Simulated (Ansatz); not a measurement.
**What uniaxial strain ε_xx = +3.00 % does to BN**

Base system: BN (space group P6_3/mmc, No. 194; a = 2.500 Å, c = 6.412 Å; layered, stacked along the Cartesian z axis). Axes: x lies along a and z along c of the hexagonal cell.

Modification: uniaxial strain ε_xx = +3.00 %, all other strain components held at zero; the atoms relax in the strained cell.

Method: Kohn–Sham DFT with the PBEsol-D3(BJ) functional, run in Ansatz (an electronic-structure program) with PAW and 420 eV plane waves, no spin-orbit coupling. k-mesh 15×15×5 (Γ-centred); smearing 0.05 eV (Fermi–Dirac).

Volume per atom: 8.94 Å³ (base 8.68 Å³)
Space group: Cmcm (No. 63) (base P6_3/mmc (No. 194))
Energy relative to the base (free energy F): +21 meV/atom
Pressure (mean of the normal stresses, compression positive): -10.37 GPa (base 0.00 GPa)
Band gap: 3.94 eV (base 4.08 eV)
Gap character: indirect, k = (0.267, 1/3, 0) in the run's primitive reciprocal basis → S
Smallest direct gap: 4.26 eV (base 4.49 eV)
Largest internal atomic displacement: 0.030 Å
Stress (xx, yy, zz, yz, xz, xy; compression positive): (-25.24, -5.83, -0.06, 0.00, 0.00, 0.00) GPa

Final structure:

```xyz
4
Lattice="2.5755 0.0000 0.0000 -1.2877 2.1655 0.0000 0.0000 0.0000 6.4117" Properties=species:S:1:pos:R:3 pbc="T T T"
B      1.2877     0.6996     1.6029
B      0.0000     1.4659     4.8088
N      0.0000     1.4132     1.6029
N      1.2877     0.7522     4.8088
```

Stability against distortions was not tested. Labels are those of the standard path for the cell's own space group.
